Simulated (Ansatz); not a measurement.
BaScO2F (P4/mmm, No. 123, 5 atoms in the cell; start mp-1227813), treated with PBEsol (Ansatz, an electronic-structure program, plane waves, PAW).

Settings: plane-wave cutoff 520 eV, 8×8×8 k mesh, Fermi–Dirac smearing 0.01 eV, scalar-relativistic PAW data made under PBE.

Cell (relaxed at this level):

```cif
data_BaFO2Sc
_chemical_formula_sum 'Ba1 Sc1 O2 F1'
_space_group_name_H-M_alt 'P4/mmm'
_space_group_IT_number 123
_space_group_name_Hall '-P 4 2'
_cell_length_a 4.14067
_cell_length_b 4.14067
_cell_length_c 4.12805
_cell_angle_alpha 90.000
_cell_angle_beta 90.000
_cell_angle_gamma 90.000
loop_
_atom_site_label
_atom_site_type_symbol
_atom_site_symmetry_multiplicity
_atom_site_Wyckoff_symbol
_atom_site_fract_x
_atom_site_fract_y
_atom_site_fract_z
_atom_site_occupancy
Ba1 Ba 1 d 0.50000 0.50000 0.50000 1
Sc1 Sc 1 a 0.00000 0.00000 0.00000 1
O1 O 2 f 0.00000 0.50000 0.00000 1
F1 F 1 b 0.00000 0.00000 0.50000 1
```

Question: Predict the band gap and bulk modulus.

Answer: 
- band gap: 3.13 eV (on the SCF k mesh)
- bulk modulus: 128 GPa

Note: the relaxation could not lower the start's symmetry, so the cell can be a saddle point above a distorted one; the bulk modulus is −V dP/dV from two relaxed cells at ±2 % in volume.

Spin–orbit coupling is not included.

It cost very roughly 70 core-seconds of CPU time.

A start named mp-… is a Materials Project structure, which need not be a measured phase.
